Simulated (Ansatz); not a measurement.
Consider LaTaO$_{4}$ (space group Cmc2_1, No. 36; a = 3.941 Å, b = 14.663 Å, c = 5.603 Å).

Computed with PBEsol/PAW in Ansatz (a first-principles code), no SOC.

For the base:

* **Band gap**: 3.38 eV

One thing is altered: a hydrostatic pressure of 0.7 GPa.

Task: What happens to the band gap?

Result: The band gap falls by 0.02 eV, from 3.38 eV to 3.36 eV.

With Ta present, leaving out spin-orbit coupling can change the band edges. Load acts through the strain it causes; cell and atoms are relaxed under it. Stability against distortions was not tested.
